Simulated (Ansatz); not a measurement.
## How far to go with the k-point mesh: CaC2 (I4mm, 3 atoms in the cell)

```
CELL_PARAMETERS angstrom
     -1.94397     1.94397     3.21812
      1.94397    -1.94397     3.21812
      1.94397     1.94397    -3.21812
ATOMIC_POSITIONS crystal
  Ca 0.00777 0.00777 0.00000
  C  0.59789 0.59789 0.00000
  C  0.40211 0.40211 0.00000
```

Level of theory: PBEsol, default PAW files made with PBE (plane waves; Ansatz, a first-principles code).

Base settings: basis.ecutwfc = 420 eV; kpoints.mp_grid.grid = 9 9 9; hamiltonian.xc = pbesol; hamiltonian.pseudopotentials = {kind: paw} (the program's default PAW files); scf.occupations.method = fermi_dirac; scf.occupations.width = 0.05 eV.

The second cell is the first with its lattice scaled by 0.98.

Only quantities that move along the ladder and can be compared are tabulated.

The count of work is k-points × plane waves × bands × iterations; it is no time. Core times come from one kind of shared machine, to one figure; runs under 30 s give none.

The starting cell comes from a database of computed structures (which also holds hypothetical and non-ambient phases and stackings), without a prior relaxation at this level. Its lattice was rescaled by up to half a per cent. One atom was moved a little off its site on purpose. Ansatz's pressure includes its estimate of the finite-basis (Pulay) stress.

Steps (kpoints.mp_grid.grid): 2 2 2; 3 3 3; 4 4 4; 5 5 5; 6 6 6; 7 7 7; 8 8 8; 9 9 9; 10 10 10; 11 11 11; 13 13 13; 14 14 14; 15 15 15; 17 17 17; 19 19 19; 21 21 21; 23 23 23; 26 26 26.

Question: What is the coarsest kpoints.mp_grid.grid that holds the energy of the compressed cell less the first within 1 meV/atom of the last step, with all finer ones?

Answer: 3 3 3, at 0.0045 of the last step's count of work; the step before is off by 7.1 meV/atom.

Question: What is the coarsest kpoints.mp_grid.grid that holds the forces within 0.005 eV/Å of the last step, with all finer ones?

Answer: 5 5 5, at 0.016 of the last step's count of work; the step before is off by 0.008 eV/Å.

Question: What is the coarsest kpoints.mp_grid.grid that holds the pressure within 0.2 GPa of the last step, with all finer ones?

Answer: 3 3 3, at 0.0045 of the last step's count of work; the step before is off by 1.1 GPa.

```tsv
kpoints.mp_grid.grid	free energy less the last step's (meV/atom)	energy of the compressed cell less the first (meV/atom)	pressure (GPa)	largest difference of a force vector from the last step's (eV/Å)	gap on the mesh (eV)	count of work / last	core time / last (rough)
2 2 2	48.54	8.17	-1.55	0.359	1.223	0.0030	–
3 3 3	2.84	1.69	-2.58	0.047	1.694	0.0045	–
4 4 4	0.33	1.13	-2.63	0.008	1.254	0.0098	–
5 5 5	0.03	1.12	-2.64	0.002	1.393	0.016	–
6 6 6	0.01	1.11	-2.64	0.000	1.254	0.023	–
7 7 7	-0.01	1.11	-2.64	0.000	1.322	0.030	–
8 8 8	0.00	1.11	-2.64	0.000	1.254	0.044	–
9 9 9	-0.01	1.11	-2.64	0.000	1.294	0.056	–
10 10 10	0.00	1.10	-2.64	0.000	1.254	0.077	–
11 11 11	-0.01	1.12	-2.64	0.000	1.281	0.095	–
13 13 13	0.00	1.11	-2.64	0.000	1.273	0.15	–
14 14 14	0.00	1.11	-2.64	0.000	1.251	0.18	–
15 15 15	0.00	1.11	-2.64	0.000	1.268	0.22	–
17 17 17	0.00	1.11	-2.64	0.000	1.265	0.30	–
19 19 19	0.00	1.11	-2.64	0.000	1.261	0.41	–
21 21 21	0.00	1.11	-2.64	0.000	1.259	0.55	0.6
23 23 23	0.00	1.11	-2.64	0.000	1.258	0.70	0.7
26 26 26	0.00	1.11	-2.64	0.000	1.252	1.0	1
```

The energy difference between the two cells stays within 1 meV/atom of the last step's from 3 3 3 on, the total only from 4 4 4 on: much of the error is common to both cells and cancels.

The gap on the mesh jumps up and down from mesh to mesh; it is no smooth measure of convergence.

Keys are those of Ansatz 0.2.
